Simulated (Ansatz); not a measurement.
Response to strain in HfSnO3

Take HfSnO3 (space group R-3, No. 148; a cell from a computed database, its experimental status unchecked; layered, stacked along the Cartesian z axis) as the base.

```
HfSnO3
1.0
    2.69624     1.55668     6.88140
   -2.69624     1.55668     6.88140
    0.00000    -3.11335     6.88140
Hf Sn O
2 2 6
Direct
  0.66729   0.66729   0.66729
  0.33271   0.33271   0.33271
  0.89404   0.89404   0.89404
  0.10596   0.10596   0.10596
  0.29332   0.60103   0.94561
  0.70668   0.39897   0.05439
  0.94561   0.29332   0.60103
  0.05439   0.70668   0.39897
  0.60103   0.94561   0.29332
  0.39897   0.05439   0.70668
```

Cartesian axes are those of the cell as printed.

Strains are applied to the cell and any free atomic positions relax.

Computed with plane-wave PAW DFT at the PBEsol level (Ansatz, a program for electronic structure, 420 eV), spin-orbit coupling left out.

Notes on the quantities. pressure: mean of the normal stresses, compression positive.

```json
[
 {"variant": "base", "pressure": "0.00 GPa", "gap character": "indirect, Γ → k = (0.143, -0.286, 0.286) in the run's primitive reciprocal basis", "volume per atom": "17.33 Å³"},
 {"variant": "isotropic strain −2.97 %", "pressure": "5.43 GPa", "gap character": "indirect, Γ → Γ–S₀ (86 % along)", "volume per atom": "15.83 Å³"},
 {"variant": "isotropic strain −1.40 %", "pressure": "…", "gap character": "indirect, Γ → Γ–S₀ (86 % along)", "volume per atom": "16.61 Å³"},
 {"variant": "isotropic strain +2.08 %", "pressure": "-2.78 GPa", "gap character": "indirect, Γ → k = (0.143, -0.286, 0.286) in the run's primitive reciprocal basis", "volume per atom": "18.43 Å³"},
 {"variant": "tensor shear ε_xy = −0.80 %", "pressure": "0.00 GPa", "gap character": "indirect, Γ → k = (0.286, -0.286, -0.143) in the run's primitive reciprocal basis", "volume per atom": "17.33 Å³"}
]
```

Question: What belongs in the blanks?

Answer: 
- isotropic strain −1.40 %, pressure: 2.30 GPa

Spin-orbit coupling, missing from the scalar runs, can matter with Hf. No phonon test of stability was made. No dispersion term is included in the PBEsol runs. k-point labels follow each cell's own Brillouin zone.
